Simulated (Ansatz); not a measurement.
# Element substitutions in PbSe

Consider PbSe in the rock salt structure (space group Fm-3m, No. 225; a = 6.178 Å).

Each row replaces one element on all its sites; cell and atoms are relaxed.

Method: r2SCAN, PAW, 500 eV (Ansatz, an electronic-structure program; scalar-relativistic without spin-orbit coupling).

Task: Only one of these keeps a band gap. Which?
A) Pb → Os
B) Pb → C
C) Se → Te

Result: C, Se → Te. Computed: Pb → C: zero; Pb → Os: zero; Se → Te: 1.09 eV

The magnetic state is the one reached from the starting moments; the real material's order can differ, and small cells can't hold many antiferromagnetic ones. With Pb and Te present, leaving out spin-orbit coupling can change the band edges. Whether these cells are dynamically stable was not tested. As relaxed here, SeC and OsSe are hypothetical phases, not in the database extracts checked. Spin-polarised in the final run: OsSe; the other runs are not.
